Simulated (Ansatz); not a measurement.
Density of states of BP (F-43m) below the valence band maximum, PBE with spin-orbit coupling, rigid bands run with Ansatz (an electronic-structure program); cell volume 23.1 Å³.

```csv
energy from edge (eV),10⁻³ states/eV/cell
0.006,6.66
0.031,28.4
0.056,47.1
0.081,60.3
0.106,71.0
0.131,80.6
0.156,89.4
0.181,97.6
0.206,105
0.231,113
0.256,120
0.281,127
0.319,138
0.344,144
0.369,151
0.394,157
0.419,164
0.444,170
0.469,177
0.494,183
0.519,190
0.544,196
0.569,202
0.594,209
```

Q: What effective density of states at 300 K does this give (∫ g(E) exp(−E/k_BT) dE, both spins, divided by the cell's size)?

A: 2.5e19 cm⁻³, a density-of-states mass of 0.99 mₑ, valleys and band degeneracy included.

Geometry: cell and atoms relaxed with PBEsol.
